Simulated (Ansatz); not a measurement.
The reference is BP in the zinc blende structure (space group F-43m, No. 216; a = 4.5202 Å). Axes: x, y, z lie along the cube axes.

Modification: the cell is compressed by 1.18 % along x with no lateral relaxation; the atoms relax in the strained cell.

Levels (all Ansatz, a quantum-chemistry and plane-wave program, PAW): PBEsol (420 eV, no SOC); r2SCAN (500 eV, without spin-orbit coupling); HSE06 (420 eV, no spin-orbit coupling).

At the geometry relaxed with PBEsol, these levels gave the following band gaps, in shuffled order: (a) 0.92 eV, (b) 1.19 eV, (c) 1.74 eV.

Match each gap to its level.

(a) PBEsol; (b) r2SCAN; (c) HSE06.

Single points use the geometry relaxed with PBEsol. The hybrid gap comes from the SCF mesh plus the semilocal run's edge points and a few special points and is an upper bound. Stability against distortions was not tested.
